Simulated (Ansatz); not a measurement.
## What a tighter setting buys: basis.ecutwfc, FeAl (Pm-3m, 2 atoms in the cell)

```
FeAl
1.0
    2.91058     0.00000     0.00000
    0.00000     2.91058     0.00000
    0.00000     0.00000     2.91058
Al Fe
1 1
Direct
  0.50000   0.50000   0.50000
  0.00000   0.00000   0.00000
```

Method: PBE (plane waves, PAW; Ansatz, a program for electronic structure).

Base settings: basis.ecutwfc = 30.9 Ry; kpoints.mp_grid.grid = 11 11 11; hamiltonian.xc = pbe; hamiltonian.pseudopotentials = {kind: paw} (the program's default PAW files); scf.occupations.method = gaussian; scf.occupations.width = 0.0073 Ry.

Misses are taken against the tightest run, 61.7 Ry, which need not be fully converged itself. The energy is the free energy per atom.

The count of work is k-points × plane waves × bands × iterations; it is no time, and leaves out set-up, grids and terms that scale otherwise. 

Ansatz's pressure holds its estimate of the finite-basis (Pulay) stress, which hides part of the cutoff error; the uncorrected pressure shows it.

The starting cell has typed, rounded lattice constants, without a prior relaxation at this level. Its lattice was rescaled by a random factor within 2.5 % of one. Spin polarisation is off. In the base run, with a pressure of about -7 GPa the cell is away from its equilibrium volume at this level. Ansatz's pressure includes its estimate of the finite-basis (Pulay) stress.

```csv
basis.ecutwfc,energy less reference (meV/atom),pressure less reference (GPa),uncorrected pressure less reference (GPa),count of work / reference
12.5 Ry,22106.76,-5.57,-1017.29,0.11
15.4 Ry,5693.90,23.21,-334.85,0.23
18.4 Ry,1494.24,-3.81,-108.68,0.18
21.7 Ry,285.48,3.46,-27.70,0.19
24.6 Ry,44.77,0.78,-5.89,0.25
27.9 Ry,4.76,0.03,-0.62,0.32
30.9 Ry,1.82,0.01,-0.05,0.34
35.6 Ry,0.92,0.01,-0.04,0.46
40.1 Ry,0.39,0.01,-0.01,0.54
46.3 Ry,0.23,0.00,0.00,0.66
54 Ry,0.06,0.00,0.00,0.84
61.7 Ry,0.00,0.00,0.00,1.0
```

Coarsest setting among those run that, with all tighter ones, holds the energy within 2 meV/atom of the reference: 30.9 Ry, off by 1.8 meV/atom; it needs 0.34 of the reference's count of work.

Coarsest setting among those run that, with all tighter ones, holds the energy within 0.5 meV/atom of the reference: 40.1 Ry, off by 0.39 meV/atom; its saving against the reference is no more than about a factor of 2 in the count of work.

The step from 15.4 Ry to 54 Ry: it takes the miss in the energy from 5700 to 0.06 meV/atom, for 3.6 times the count of work.

Keys are those of Ansatz 0.2.
